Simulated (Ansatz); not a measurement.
(Au,Pt): AuPt$_{7}$

A 16-atom cell of (Au,Pt) started in the face-centred cubic structure, site fractions Au 0.125, Pt 0.875, short-range order -0.05 among the nearest mixed sites of the first mixed sublattice (0 is random, a negative value favours unlike neighbours), space group Fmmm at the end, an ordered arrangement that its symmetry holds.

The mixing enthalpy is taken against the end members in the face-centred cubic type, relaxed in the same cell and mesh.

Level of theory: PBE (plane waves to 420 eV, PAW; Ansatz, an electronic-structure program). Scalar-relativistic, without spin–orbit coupling. Its k-point mesh 6×6×6, Fermi–Dirac width 0.05 eV.

- volume per atom: 15.91 Å³
- Pt–Pt bonds (within 1.22 times the sum of covalent radii): 2.818 Å on average, from 2.783 to 2.864 (73)
- Au–Pt bonds (within 1.22 times the sum of covalent radii): 2.842 Å on average, from 2.830 to 2.858 (22)
- Au–Au bonds (within 1.22 times the sum of covalent radii): 2.823 Å on average, from 2.823 to 2.823 (1)
- mixing enthalpy per site of the mixed sublattice: 35 meV
- departure of the mean lattice parameter from Vegard's line: under 0.15 %, inside the noise of the relaxations

```yaml
crystal:
  lattice:
    - [3.99442, 3.99442, 3.99186]
    - [3.99174, -3.99174, 3.99186]
    - [3.99174, -3.99174, -3.99186]
  atoms:
    - { symbol: Pt, position: [0.00348, 0.74385, 0.75615] }
    - { symbol: Pt, position: [0.25239, 0.99901, 0.75140] }
    - { symbol: Pt, position: [0.00318, 0.49841, 0.50159] }
    - { symbol: Pt, position: [0.49682, 0.25159, 0.74841] }
    - { symbol: Pt, position: [0.25239, 0.74860, 0.50099] }
    - { symbol: Pt, position: [0.75000, 0.50063, 0.75063] }
    - { symbol: Pt, position: [0.00348, 0.25267, 0.24733] }
    - { symbol: Pt, position: [0.49652, 0.99733, 0.50267] }
    - { symbol: Pt, position: [0.24761, 0.50140, 0.24901] }
    - { symbol: Au, position: [0.75000, 0.25001, 0.50001] }
    - { symbol: Pt, position: [0.49682, 0.75159, 0.24841] }
    - { symbol: Pt, position: [0.00318, 0.99841, 0.00159] }
    - { symbol: Pt, position: [0.24761, 0.25099, 0.99860] }
    - { symbol: Au, position: [0.75000, 0.99999, 0.24999] }
    - { symbol: Pt, position: [0.49652, 0.50615, 0.99385] }
    - { symbol: Pt, position: [0.75000, 0.74937, 0.99937] }
```
